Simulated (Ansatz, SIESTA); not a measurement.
## Code comparison for MgPt7 (P1, 8 atoms in the cell)

Self-consistent single point, at a second geometry (atoms moved at random). First geometry:

```
CELL_PARAMETERS angstrom
      0.00000     3.93653     3.93653
      3.93653     0.00000     3.93653
      3.93653     3.93653     0.00000
ATOMIC_POSITIONS crystal
  Mg 0.00000 0.00000 0.00000
  Pt 0.50000 0.00000 0.00000
  Pt 0.50000 0.00000 0.50000
  Pt 0.00000 0.50000 0.50000
  Pt 0.00000 0.50000 0.00000
  Pt 0.50000 0.50000 0.00000
  Pt 0.00000 0.00000 0.50000
  Pt 0.50000 0.50000 0.50000
```

Second geometry:
```
CELL_PARAMETERS angstrom
      0.00000     3.93653     3.93653
      3.93653     0.00000     3.93653
      3.93653     3.93653     0.00000
ATOMIC_POSITIONS crystal
  Mg 0.00617 0.99873 0.99540
  Pt 0.51751 0.99563 0.00691
  Pt 0.48738 0.01060 0.49669
  Pt 0.99159 0.50800 0.49983
  Pt 0.99700 0.50652 0.98627
  Pt 0.49812 0.49868 0.99916
  Pt 0.00751 0.99239 0.50482
  Pt 0.49472 0.48945 0.51091
```

Shared settings, as Ansatz (a program for electronic structure) writes them: kpoints.mp_grid.grid = 6 6 6; scf.occupations.method = gaussian; scf.occupations.width = 0.272 eV. Potentials and cutoffs stand in the table.

| code | model | ΔF from the first geometry (meV/atom) | pressure (GPa) | largest force (eV/Å) | cutoff |
|---|---|---|---|---|---|
| Ansatz | PBEsol, default PAW files made with PBE | 24.9 | -2.64 | 1.328 | default |
| SIESTA | GGA PBEsol, numerical atomic orbitals DZP, PseudoDojo PBEsol standard norm-conserving potentials (rewritten from UPF to PSML) | 28.9 | -3.50 | 1.626 | grid 400 Ry |

Size of the force on each atom (eV/Å): Sizes of forces hide their directions.

```tsv
code	Mg1	Pt2	Pt3	Pt4	Pt5	Pt6	Pt7	Pt8
Ansatz	0.376	1.249	1.064	0.523	1.328	0.508	1.007	0.780
SIESTA	0.477	1.394	1.269	0.728	1.626	0.643	1.243	0.958
```

On Ansatz's run: spin-orbit coupling is off. Spin polarisation is off.

The spread over the programs that give each value: ΔF from the first geometry within 4.0 meV/atom; pressure within 0.86 GPa; largest force within 0.298 eV/Å.

SIESTA uses small atom-centred bases, whose incompleteness enters pressures, forces and empty levels differently from a plane-wave cutoff. Ansatz's pressure is given at a fixed set of plane waves, as the other plane-wave codes print theirs; with its correction for the finite basis it is -2.58 GPa.

The starting cell comes from a database of computed structures (which also holds hypothetical and non-ambient phases and stackings), without a prior relaxation at this level. For this run, on top of that: atoms moved at random.

Keys are those of Ansatz 0.2.
